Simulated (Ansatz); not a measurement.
```
ZnSe
1.0
    0.00000     2.88049     2.70905
    2.88049     0.00000     2.70905
    2.88049     2.88049     0.00000
Zn Se
1 1
Direct
  0.00000   0.00000   0.00000
  0.75000   0.75000   0.75000
```

The numbers are results of r2SCAN with spin-orbit coupling, rigid bands (plane waves, PAW; Ansatz, a program for electronic structure), not measurements. Condition of this run: uniaxial stress zz = 2 GPa (compression positive) (the target of the relaxation). How the cell was made: cell and atoms relaxed with r2SCAN, then loaded as said.

Question: Predict the electron conductivity mass (n e² τ/σ) at 300 K, by direction if it differs.

Answer: 0.134 mₑ.

Question: Predict the hole conductivity mass (n e² τ/σ) at 300 K, by direction if it differs.

Answer: 0.64 (x), 0.64 (y), 0.32 (z) mₑ.

Question: And the band gap?

Answer: 1.70 eV at this level; semilocal functionals usually fall short of the measured gap.

Rigid bands, one relaxation time for all states, no polarons.
